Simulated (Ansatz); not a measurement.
TiAl₃ (I4/mmm, No. 139) was calculated with PBEsol (Ansatz, an electronic-structure program, plane waves, PAW).

Numerical settings: plane-wave cutoff 520 eV, 20×20×20 k mesh, Fermi–Dirac smearing 0.05 eV, no spin polarisation, scalar-relativistic PAW data made under PBE.

Properties against volume:

Shape and atoms are relaxed at each volume.

```json
[
 {"V (Å³/atom)": "14.944", "P (GPa)": "4.94", "c (Å)": "8.430", "a (Å)": "3.766"},
 {"V (Å³/atom)": "15.256", "P (GPa)": "2.34", "c (Å)": "8.491", "a (Å)": "3.791"},
 {"V (Å³/atom)": "15.567", "P (GPa)": "0.00", "c (Å)": "8.551", "a (Å)": "3.816"},
 {"V (Å³/atom)": "15.878", "P (GPa)": "-2.12", "c (Å)": "8.612", "a (Å)": "3.841"},
 {"V (Å³/atom)": "16.190", "P (GPa)": "-4.04", "c (Å)": "8.671", "a (Å)": "3.865"}
]
```
